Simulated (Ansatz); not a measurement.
Band structure of CaSe (Fm-3m, 2 atoms in the cell).

```xyz
2
Lattice="0.0000 3.0400 3.0400 3.0400 0.0000 3.0400 3.0400 3.0400 0.0000" Properties=species:S:1:pos:R:3 pbc="T T T"
Ca     0.0000     0.0000     0.0000
Se     3.0400     3.0400     3.0400
```

Method: PBE (plane waves, PAW; Ansatz, a program for electronic structure).

Settings: kpoints.mp_grid.grid = 6 6 6; hamiltonian.xc = pbe; hamiltonian.pseudopotentials = {kind: paw} (the program's default PAW files); scf.occupations.method = fixed; kpoints.band_path.npoints = 8.

The starting cell comes from a database of computed structures (which also holds hypothetical and non-ambient phases and stackings), without a prior relaxation at this level. Its lattice was rescaled by a random factor within 2.5 % of one.

Problem. Predict the gap along the standard path and the places of the band edges.

Solution. The gap along the path is 2.21 eV, from Γ to X; the smallest direct gap on it is 2.92 eV.

Levels in eV from the top of the valence band on the path, bands 10 to 16:
```json
[
 {"point": "Γ", "10": "-11.53", "11": "0.00", "12": "0.00", "13": "0.00", "14": "2.92", "15": "3.72", "16": "3.72"},
 {"point": "X", "10": "-11.04", "11": "-2.31", "12": "-0.86", "13": "-0.86", "14": "2.21", "15": "4.70", "16": "4.88"},
 {"point": "W", "10": "-10.98", "11": "-1.80", "12": "-1.80", "13": "-1.50", "14": "4.32", "15": "4.32", "16": "5.01"},
 {"point": "K", "10": "-10.99", "11": "-2.05", "12": "-1.85", "13": "-0.99", "14": "3.31", "15": "5.38", "16": "5.47"},
 {"point": "L", "10": "-10.98", "11": "-2.98", "12": "-1.03", "13": "-1.03", "14": "4.38", "15": "5.24", "16": "5.29"},
 {"point": "U", "10": "-10.99", "11": "-2.05", "12": "-1.85", "13": "-0.99", "14": "3.31", "15": "5.38", "16": "5.47"}
]
```

Keys are those of Ansatz 0.2.
